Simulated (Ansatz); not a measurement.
Input and output of a self-consistent single point for ScAl (P4mm, 2 atoms in the cell) (Ansatz, a quantum-chemistry and plane-wave program).

Method: PBEsol, default PAW files made with PBE (plane waves; Ansatz).

```
ScAl
1.0
    3.38046     0.00000     0.00000
    0.00000     3.38046     0.00000
    0.00000     0.00000     3.38046
Sc Al
1 1
Direct
  0.50000   0.50000   0.51479
  0.00000   0.00000   0.00000
```

Reference input (self-consistent single point, DFT, PBEsol, plane waves, default PAW files made with PBE): basis.ecutwfc = 420 eV; kpoints.mp_grid.grid = 10 10 10; hamiltonian.xc = pbesol; hamiltonian.pseudopotentials = {kind: paw} (the program's default PAW files); scf.occupations.method = fermi_dirac; scf.occupations.width = 0.1 eV. This run's input differs from it in these lines:

Ansatz 0.2 input:
```diff
@@ -12,3 +12,3 @@
 kpoints:
-  mp_grid: { grid: [10, 10, 10] }
+  mp_grid: { grid: [16, 16, 16] }
 hamiltonian:
@@ -17,3 +17,3 @@
 scf:
-  occupations: { method: fermi_dirac, width: 0.1 }
+  occupations: { method: fermi_dirac, width: 0.2 }
 output:
```

Log, with long lists cut:

```
SCF iter   1: F=—  HF=-2636.905180 eV  |F-HF|=—  |Δ(HF+E_count)|=         —  Δρ=2.70e-3  dr2=5.15e-3  ethr=1.77e-3  ⟨swp⟩=5.0  Hψ=24695  notcnv=0
all-band conjugate gradients solve this SCF's bands
preconditioner: auto → none
SCF iter   2: F=—  HF=-2636.904014 eV  |F-HF|=—  |Δ(HF+E_count)|=   1.17e-3  Δρ=1.91e-3  dr2=3.15e-3  ethr=3.68e-5  ⟨swp⟩=1.0  Hψ=8100  notcnv=0
SCF iter   3: F=—  HF=-2636.903060 eV  |F-HF|=—  |Δ(HF+E_count)|=   9.54e-4  Δρ=4.05e-4  dr2=5.67e-5  ethr=2.25e-5  ⟨swp⟩=2.0  Hψ=6080  notcnv=0
SCF iter   4: F=—  HF=-2636.903045 eV  |F-HF|=—  |Δ(HF+E_count)|=   1.50e-5  Δρ=6.43e-5  dr2=6.85e-7  ethr=4.05e-7  ⟨swp⟩=3.0  Hψ=9260  notcnv=0
SCF iter   5: F=—  HF=-2636.903045 eV  |F-HF|=—  |Δ(HF+E_count)|=   3.86e-7  Δρ=2.01e-5  dr2=2.36e-7  ethr=4.89e-9  ⟨swp⟩=2.6  Hψ=8036  notcnv=0
SCF iter   6: F=-2636.903045 eV  HF=-2636.903045 eV  |F-HF|=7.26e-9  |Δ(HF+E_count)|=   8.69e-8  Δρ=3.89e-6  dr2=8.93e-9  ethr=7.14e-10  ⟨swp⟩=3.9  Hψ=13343  notcnv=0
SCF 1 converged in 6 iterations: F = -2636.903045 eV  dr2 = 8.93e-9
Free energy (F): -2636.903045 eV
Internal energy: -2636.746261 eV  (E = F + TS)
E sigma→0 (E₀):  -2636.824653 eV
Entropy (-TS):   -0.156784 eV (-78.392 meV/atom)
Fermi energy:    9.393606 eV
--- Forces (eV/Å), atoms counted from 1 ---
  atom   1  Sc     0.00000000     0.00000000    -0.23646987
  atom   2  Al    -0.00000000     0.00000000     0.23646629
--- Stress (GPa, compression-positive) ---
       -1.873249       0.000000      -0.000000
        0.000000      -1.873249       0.000000
       -0.000000       0.000000      -1.917076
  P = ⅓ Tr σ = -1.8879 GPa (-18.879 kbar)
  The stress holds the Pulay correction. Without it, at fixed plane waves, as pw.x and ABINIT print it: P = -1.9215 GPa
```

The run converged in 6 iterations. Against the reference run the free energy goes down by 26.7 meV/atom, the pressure goes from -2.30 to -1.89 GPa and the largest force stays at 0.236 eV/Å.

The starting cell comes from a database of computed structures (which also holds hypothetical and non-ambient phases and stackings), without a prior relaxation at this level. Its lattice was rescaled by up to half a per cent. One atom was moved a little off its site on purpose. Ansatz's pressure includes its estimate of the finite-basis (Pulay) stress.
